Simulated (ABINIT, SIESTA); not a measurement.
An ABINIT input for a self-consistent single point of Tl (P6_3/mmc, 2 atoms in the cell) (DFT, LDA (PW92), plane waves, norm-conserving pseudopotentials (PseudoDojo nc-sr-04 LDA standard)):

```
# Tl, PseudoDojo nc-sr-04 LDA standard
pp_dirpath "./"
pseudos "Tl.upf"
acell 3.5651877822 3.5651877822 5.7561030000 Angstrom
rprim
         1.0000000000    0.0000000142    0.0000000000
        -0.5000000123    0.8660253967    0.0000000000
         0.0000000000    0.0000000000    1.0000000000
natom 2
ntypat 1
znucl 81
typat 1 1
xred
         0.3333333333    0.6666666667    0.2500000000
         0.6666666667    0.3333333333    0.7500000000
ecut 31
ixc 7
occopt 3
tsmear 0.00183747
nband 18
kptopt 1
ngkpt 9 9 5
nshiftk 1
shiftk 0 0 0
nstep 80
tolvrs 1.0e-10
prtwf 0
prtden 0
enunit 2
```

Problem. Translate this input to SIESTA.

Solution. This is the input that was run; spellings and numerical settings could be chosen otherwise.

```
# files in the folder: Tl.psml (PseudoDojo LDA standard)
SystemName  Tl
SystemLabel siesta

NumberOfAtoms                2
NumberOfSpecies              1
%block ChemicalSpeciesLabel
  1 81 Tl
%endblock ChemicalSpeciesLabel
LatticeConstant              1.0 Ang
%block LatticeVectors
     3.565188000    0.000000000    0.000000000
    -1.782594000    3.087543000    0.000000000
     0.000000000    0.000000000    5.756103000
%endblock LatticeVectors
AtomicCoordinatesFormat      Bohr
%block AtomicCoordinatesAndAtomicSpecies
    -0.000003369    3.889742390    2.719364554  1
     3.368617820    1.944868278    8.158093661  1
%endblock AtomicCoordinatesAndAtomicSpecies

XC.functional                LDA
XC.authors                   PW92
PAO.BasisSize                DZP
PAO.EnergyShift              0.01 Ry
MeshCutoff                   400 Ry
%block kgrid.MonkhorstPack
    9   0   0  0.0
    0   9   0  0.0
    0   0   5  0.0
%endblock kgrid.MonkhorstPack
OccupationFunction           FD
ElectronicTemperature        0.05 eV

MaxSCFIterations             150
SCF.Mixer.Method             Pulay
SCF.Mixer.Weight             0.1
SCF.Mixer.History            6
SCF.DM.Tolerance             1.0E-04
Diag.ParallelOverK           true
WriteForces                  true
```

Basis settings and potentials, where a program has them, do not carry over. This input uses DFT, LDA PW92, numerical atomic orbitals DZP, PseudoDojo LDA standard norm-conserving potentials (rewritten from UPF to PSML). LDA parametrisations can differ slightly between programs. Both were run: pressure -4.24 GPa in ABINIT and -4.44 in SIESTA.

On SIESTA: the starting cell comes from a database of computed structures (which also holds hypothetical and non-ambient phases and stackings), without a prior relaxation at this level. Its lattice was rescaled by a random factor within 2.5 % of one. Values carry the incompleteness of an atom-centred basis. With a pressure of about -4 GPa the cell is away from its equilibrium volume at this level.

On ABINIT: the starting cell comes from a database of computed structures (which also holds hypothetical and non-ambient phases and stackings), without a prior relaxation at this level. Its lattice was rescaled by a random factor within 2.5 % of one. With a pressure of about -4 GPa the cell is away from its equilibrium volume at this level.
